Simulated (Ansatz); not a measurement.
# A computed series for La2O3: pressure series

The parent structure is La2O3 (space group P-3m1, No. 164; a = 3.940 Å, c = 6.188 Å).

Cell and atoms are relaxed at each pressure.

Level of theory: PBE (Ansatz, a program for electronic structure; PAW; 420 eV plane waves; spin-orbit coupling left out).

Candidates:
(a) pressure −2 GPa
(b) pressure 9 GPa
(c) pressure 4.5 GPa
(d) pressure 15 GPa
(e) pressure 2.1 GPa

Base values:

The c/a ratio is 1.570.

Task: Order them by c/a ratio, lowest first.

Result: (d) pressure 15 GPa (1.482), (b) pressure 9 GPa (1.517), (c) pressure 4.5 GPa (1.544), (e) pressure 2.1 GPa (1.558), (a) pressure −2 GPa (1.582)

Load acts through the strain it causes; cell and atoms are relaxed under it. Stability against distortions was not tested. No other phases were tried under pressure.
